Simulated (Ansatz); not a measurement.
Take MgO in the rock salt structure (space group Fm-3m, No. 225; a = 4.214 Å) as the base. Axes: x, y, z lie along the cube axes.

The values are results of PBEsol in Ansatz (plane waves to 420 eV, PAW, no spin-orbit coupling), not measurements.

Before the change:

| Quantity | Value |
|---|---|
| Band gap | 4.62 eV |
| Valence-band top at Γ | 0.00, 0.00, 0.00 eV |

The change: a pure shear with ε_yz = ε_zy = -0.0026; the atoms relax in the strained cell.

### Question
Estimate the effect on the energy relative to the base, band gap and valence-band top at Γ.

### Answer
The energy stays essentially unchanged; the band gap falls by 0.02 eV to 4.60 eV; the valence-band top at Γ (three highest levels, from the VBM) goes from 0.00, 0.00, 0.00 eV to 0.00, -0.02, -0.04 eV.

No phonon test of stability was made.

Ansatz is an electronic-structure program.
